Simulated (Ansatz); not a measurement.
## Effect of uniaxial strain ε_zz = +1.50 % on Zr

Take Zr in the hcp (Mg type) structure (space group P6_3/mmc, No. 194; a = 3.1438 Å, c = 5.0928 Å; relaxed with 0.1 eV smearing) as the base. Axes: x lies along a and z along c of the hexagonal cell.

The change: uniaxial strain ε_zz = +1.50 %, all other strain components held at zero; the atoms relax in the strained cell.

Method: Ansatz (an electronic-structure program), LDA, PAW, cutoff 420 eV, no spin-orbit coupling. k-mesh 21×21×12 (Γ-centred); smearing 0.1 eV (Fermi–Dirac).

The volume per atom rises by 0.327 Å³ (21.80 Å³ → 22.12 Å³) and the space group remains P6_3/mmc (No. 194). The shortest interatomic distance rises by 0.032 bohr (5.909 bohr → 5.941 bohr) and the energy rises by 2.6 meV/atom. The pressure (mean of the normal stresses, compression positive) goes from zero to -1.6 GPa and the band gap remains zero. The stress (xx, yy, zz, yz, xz, xy; compression positive) is (-1.2, -1.2, -2.5, 0.0, 0.0, 0.0) GPa.

Cost of the whole job for the changed cell (relaxation, final SCF and bands): about 28 core-seconds (a rough figure).

Whether these cells are dynamically stable was not tested. The final runs are not spin-polarised.
